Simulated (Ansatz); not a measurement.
**MgO, response to strain**

Base system: MgO in the rock salt structure (space group Fm-3m, No. 225; a = 4.208 Å). Axes: x, y, z lie along the cube axes.

Strains are applied to the cell and any free atomic positions relax; under biaxial strain the out-of-plane vector relaxes too.

Method: DFT with r2SCAN, PAW potentials and a 500 eV plane-wave cutoff in Ansatz (an electronic-structure program), without spin-orbit coupling, earlier PAW set.

Candidates:
(a) biaxial strain +2.82 %, plane normal [001], relaxed out of plane
(b) biaxial strain −1.89 %, plane normal [001], relaxed out of plane
(c) biaxial strain −0.14 %, plane normal [111], relaxed out of plane

Task: Order them by out-of-plane strain, lowest first.

Result: (a) biaxial strain +2.82 %, plane normal [001], relaxed out of plane (-1.60 %), (c) biaxial strain −0.14 %, plane normal [111], relaxed out of plane (+0.05 %), (b) biaxial strain −1.89 %, plane normal [001], relaxed out of plane (+1.22 %)

Whether these cells are dynamically stable was not tested.
